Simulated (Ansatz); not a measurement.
HgF2: isotropic strain −3.00 %

Base system: HgF₂ in the fluorite structure (space group Fm-3m, No. 225; a = 5.539 Å).

Modification: an isotropic linear strain of −3.00 %; the atoms relax in the strained cell.

Method: PBEsol, PAW, 420 eV (Ansatz, an electronic-structure program; spin-orbit coupling left out). Settings: 10×10×10 k-points, 0.05 eV Fermi–Dirac smearing.

```tsv
quantity	base	changed	shift
volume per atom	14.16 Å³	12.92 Å³	-1.24 Å³
space group	Fm-3m (No. 225)	Fm-3m (No. 225)	–
shortest interatomic distance	2.398 Å	2.326 Å	-0.072 Å
energy relative to the base (free energy F)	0 meV/atom	+41 meV/atom	+41 meV/atom
pressure	0.01 GPa	11.67 GPa	+11.66 GPa
band gap	0.80 eV	0.78 eV	-0.015 eV
gap character	direct at Γ	direct at Γ	–
mean gap deformation potential ΔEg/Δln V	–	+0.2 eV	–
width of the top valence band	0.27 eV	0.42 eV	+0.15 eV
electron mass	0.27 mₑ (at Γ)	0.28 mₑ (at Γ)	–
```

Final structure:

```yaml
crystal:
  lattice:
    - [0.00000, 2.68630, 2.68630]
    - [2.68630, 0.00000, 2.68630]
    - [2.68630, 2.68630, 0.00000]
  atoms:
    - { symbol: Hg, position: [0.00000, 0.00000, 0.00000] }
    - { symbol: F, position: [0.25000, 0.25000, 0.25000] }
    - { symbol: F, position: [0.75000, 0.75000, 0.75000] }
```

Cost of the whole job for the changed cell (relaxation, final SCF and bands): about 7 core-seconds (a rough figure).

With Hg present, leaving out spin-orbit coupling can change the band edges. Effective masses come from finite differences of ±0.01 Å⁻¹. Whether these cells are dynamically stable was not tested.
